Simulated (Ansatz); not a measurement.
Ladder of methods for the bulk modulus B0 of rock-salt TaC

Reference value: 305 ± 5 GPa (measured, room temperature, not corrected to a static lattice, our sources range from 305 to 345; as tabulated in Speziale et al., equation of state of TaC (DESY record 425561)).

```csv
level (code),value (GPa),cell (Å³/atom)
LDA (Ansatz),359,10.75
BLYP (Ansatz),(withheld),11.57
PBE (Ansatz),324,11.21
PBEsol (Ansatz),(withheld),10.94
PBEsol-D3(BJ) (Ansatz),360,10.72
rVV10 (Ansatz),(withheld),11.40
HSE06 (Ansatz),352,11.00
PBE0 (Ansatz),354,11.00
Hartree–Fock (Ansatz),358,11.34
```

### Question
What belongs in the gaps?

### Answer

- BLYP (Ansatz, an electronic-structure program), value (GPa): 297
- PBEsol (Ansatz), value (GPa): 344
- rVV10 (Ansatz), value (GPa): 311

Differences against the reference: LDA +17.7 %, BLYP -2.6 %, PBE +6.2 %, PBEsol +12.8 %, PBEsol-D3(BJ) +18.0 %, rVV10 +2.0 %, HSE06 +15.4 %, PBE0 +16.1 %, Hartree–Fock +17.4 %.

The levels aren't ranked against this reference (sources at odds).

The measured value isn't corrected to a static lattice, so vibrations enter the comparison. A static lattice is as a rule stiffer than a warm one, by over a tenth in soft solids.  Density-functional levels without +SOC have no spin–orbit coupling. Each level is taken at its own relaxed cell. Cutoffs and k meshes differ between the levels. Ansatz's density-functional and Hartree–Fock values are scalar-relativistic unless marked +SOC, with PAW data made under PBE.

Differences are worked out from the printed values.
